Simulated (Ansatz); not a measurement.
```
CELL_PARAMETERS angstrom
      3.27771     0.00000     0.00000
     -1.63886     2.83858     0.00000
      0.00000     0.00000    10.25344
ATOMIC_POSITIONS crystal
  Sc 0.66667 0.33333 0.99551
  Sc 0.33333 0.66667 0.26676
  N  0.66667 0.33333 0.32896
  N  0.33333 0.66667 0.06222
  Al 0.66667 0.33333 0.51104
  Al 0.33333 0.66667 0.74044
  N  0.66667 0.33333 0.78874
  N  0.33333 0.66667 0.55673
```

Relaxed-ion tensors in this frame from LDA in Ansatz (an electronic-structure program). Proper piezoelectric stress tensor e (C/m²):

```
 0.00   0.00   0.00   0.00   0.32   0.01
 0.01  -0.01   0.00   0.32   0.00   0.00
 0.60   0.60  -2.04   0.00   0.00   0.00
```

Stiffness C (GPa):

```
 283   128   142   0.0   0.0   0.0
 128   283   142   0.0   0.0   0.0
 142   142   205   0.0   0.0   0.0
 0.0   0.0   0.0  69.2   0.0   0.0
 0.0   0.0   0.0   0.0  69.2   0.0
 0.0   0.0   0.0   0.0   0.0  77.5
```

The ordered cell is a computed model, not a synthesised structure.

### Question
Obtain the piezoelectric strain tensor d.

### Answer
d = e S with S = C⁻¹, in pC/N:

```
  0.0    0.0    0.0    0.0    4.6    0.1
  0.1   -0.1    0.0    4.6    0.0    0.0
  9.4    9.4  -23.0    0.0    0.0    0.0
```
Away from Γ the polar cell without biaxial strain shows no imaginary mode on a 2×2×2 mesh.

The PAW data sets were generated under PBE and serve the other functionals too.
